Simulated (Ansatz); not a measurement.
Reference: Be2C (Fm-3m), PBEsol, rigid bands (plane waves, PAW, scalar-relativistic; Ansatz, an electronic-structure program); axes and stresses refer to this cell.

```yaml
crystal:
  lattice:
    - [0.00000, 2.15536, 2.15536]
    - [2.15536, 0.00000, 2.15536]
    - [2.15536, 2.15536, 0.00000]
  atoms:
    - { symbol: Be, position: [0.75000, 0.75000, 0.75000] }
    - { symbol: Be, position: [0.25000, 0.25000, 0.25000] }
    - { symbol: C, position: [0.00000, 0.00000, 0.00000] }
```

The band gap is 1.08 eV and the Seebeck coefficient, p-type 1e19 cm⁻³ is 348 μV/K. The hole conductivity mass comes out as 0.43 mₑ.

### Question
Change: functional PBE, cell relaxed with it. What happens to band gap, Seebeck coefficient, p-type 1e19 cm⁻³, hole conductivity mass?

### Answer
band gap rises to 1.17 eV; Seebeck coefficient, p-type 1e19 cm⁻³ moves little, to 349 μV/K; hole conductivity mass moves little, to 0.43 mₑ.

Masses are for dilute carriers at 300 K, harmonic means over directions unless an axis is named. Seebeck coefficients are for the stated density at 300 K, with one relaxation time for all states and whether or not that doping can be reached. Spin-orbit coupling is left out unless a row names it. 

Formula and space group known from diffraction (Crystallography Open Database), not checked to be the room-temperature form: Be2C (Fm-3m).
